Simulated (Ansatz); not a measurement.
**C11b MoSi₂**

Computed with PBEsol (Ansatz, a quantum-chemistry and plane-wave program, plane waves, PAW).

Settings: plane-wave cutoff 520 eV, 24×24×24 k mesh, Fermi–Dirac smearing 0.05 eV, no spin polarisation, scalar-relativistic PAW data made under PBE.

Cell: relaxed at this level.

For C11b MoSi₂, the equilibrium volume per atom is 13.27 Å³/atom, the bulk modulus is 219 GPa and the equilibrium lattice constant a is 3.190 Å. The lattice parameter c is 7.820 Å. The band gap comes out as zero (no gap) and the pressure derivative B′ of the bulk modulus comes out as 4.4.

Measured, for comparison: bulk modulus 222 ± 2 GPa (room temperature, not corrected to a static lattice, B' = 4; as tabulated in Structural stability of MoSi2 and Mo5Si3 under high pressure, Chin. Phys. B 26 …); lattice constant a 3.205 Å, lattice parameter c 7.845 Å (temperature not stated, not corrected to a static lattice; as tabulated in Pavlosiuk et al. (2022), arXiv:2202.05362). Computed (rounded) less measured: bulk modulus -1 %, lattice constant a -0.5 %, lattice parameter c -0.3 %. A static lattice is as a rule a little smaller and stiffer than an uncorrected measurement, which narrows the difference in the lattice constant a, lattice parameter c and would widen misses of the other sign.

Note: the bulk modulus comes from volumes at which shape and atoms were relaxed.

Spin–orbit coupling is not included.

Static lattice: no zero-point or thermal effects.

Computing time: very roughly 21 core-minutes.
